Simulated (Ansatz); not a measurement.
A 16-atom cell of (Si,Sn) started in the diamond structure, site fractions Si 0.625, Sn 0.375, short-range order -0.07 among the nearest mixed sites of the first mixed sublattice (0 is random, a negative value favours unlike neighbours), space group Cm at the end. The mixed sublattice has 16 sites.

The mixing enthalpy is taken against the end members in the diamond type, relaxed in the same cell and mesh.

Levels used, each named beside its values: PBE (plane waves to 420 eV, PAW; Ansatz, a first-principles code); PBE with spin-orbit coupling (plane waves to 420 eV, PAW; Ansatz). Geometries and values that name no level are of the first. Values not marked SOC have no spin–orbit coupling. Its k-point mesh 4×4×4, Fermi–Dirac width 0.01 eV.

```tsv
cell	energy at zero smearing (eV)
Si	-10172.932
Sn	-96387.327
Sn3Si5	-42500.592
```

Q: Work out the mixing enthalpy per mixed site and the interaction parameter Ω of a regular solution.

A: With x = 6/16 of the second end member, ΔH = [-42500.592 − 10/16 × (-10172.932) − 6/16 × (-96387.327)] / 16 = 171.1 meV against the separate end members. Ω = ΔH / x(1 − x) = 730 meV, which puts the top of the miscibility gap of this model at Ω / 2k = 4240 K.
